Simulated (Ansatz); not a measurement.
Cells marked so need not be the phases stable at ambient conditions, and some may be hypothetical.

The gap is the functional's own. No spin-orbit coupling. Mid-gap values are interpolated on the energy grid.

A. K2NaYF6 (Fm-3m, not sure to be the ambient phase, 10 atoms a cell, 17.7 Å³ an atom, -3 GPa at this level), along the normal of (111)
B. CsCd₄As₃ (P4/mmm, not sure to be the ambient phase, 8 atoms a cell, 28.2 Å³ an atom), along the normal of (001)
C. Ca4Bi2O (I4/mmm, not sure to be the ambient phase, 7 atoms a cell, 26.7 Å³ an atom), along the normal of (001)

Q: Order them by mid-gap decay constant of the slowest evanescent state (highest first) at the level r2SCAN run with Ansatz (a first-principles code).

A: A (0.57 1/Å), C (0.11 1/Å), B (0.05 1/Å)
